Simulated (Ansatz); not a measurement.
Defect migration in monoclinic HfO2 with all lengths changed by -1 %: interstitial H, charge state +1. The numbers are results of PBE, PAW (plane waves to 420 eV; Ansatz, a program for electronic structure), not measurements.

Cell of 96 host sites held at the strained lattice (strain from the relaxed PBE one, atoms relaxed); the Γ point alone; Fermi-Dirac width 0.01 eV, spin-restricted; finite-size errors left in. Energies are static. Spin-orbit coupling is left out. The charge state is imposed; whether it is stable for some Fermi level was not computed. Sites that were not tried may lie lower.

Barriers: single points on a 2×2×2 k-point mesh shifted by half a step at the bands' geometries.

The step: H moves alone to another site; the atom moves 2.12 Å along (-0.20, 0.18, -0.34) of the unit cell; the moving atom starts with neighbours O at 0.99, O at 1.89 Å and ends with O at 0.99, O at 1.97 Å.

**Question.** Give the migration barrier of this step at the level PBE, PAW.

**Answer.** 0.39 eV forward and 0.31 eV backward. At the saddle the moving atom has neighbours Hf at 2.12; O at 1.18, O at 1.27 Å. The saddle point's order was not checked.
